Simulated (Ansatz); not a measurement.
## Cubic perovskite BaZrO3

Method: PBE+SOC (plane waves, PAW; Ansatz, an electronic-structure program).

Settings: plane-wave cutoff 520 eV, 8×8×8 k mesh, Fermi–Dirac smearing 0.01 eV, PAW data made under PBE.

Cell (relaxed at this level):

Space group Pm-3m (No. 221); a = b = c = 4.227 Å, α = β = γ = 90.00°

```
atom  site  symmetry       x       y       z
----  ----  --------  ------  ------  ------
Ba      1a      m-3m  0.0000  0.0000  0.0000
Zr      1b      m-3m  0.5000  0.5000  0.5000
O       3c    4/mm.m  0.0000  0.5000  0.5000
```

- bulk modulus = 150 GPa
- band gap = 3.15 eV (indirect)
- smallest direct gap on the k points sampled = 3.34 eV
- pressure derivative B′ of the bulk modulus = 4.4

Measured, for comparison: band gap 5.3 eV (temperature not stated, not corrected to a static lattice, first of three measured values (5.3, 4.86, 4.8), our sources range from 4.86 to 5.30; as tabulated in Lindman et al. (2015), arXiv:1503.06612); bulk modulus 189 GPa (temperature not stated, not corrected to a static lattice; as tabulated in Sepliarsky et al. (2023), arXiv:2212.03924). Computed (rounded) less measured: band gap -2.15 eV (-1.71 eV to -2.15 eV over the range), bulk modulus -21 %.

The computed numbers hold no vibrational or temperature effects.

Computing time: very roughly 8 core-minutes.
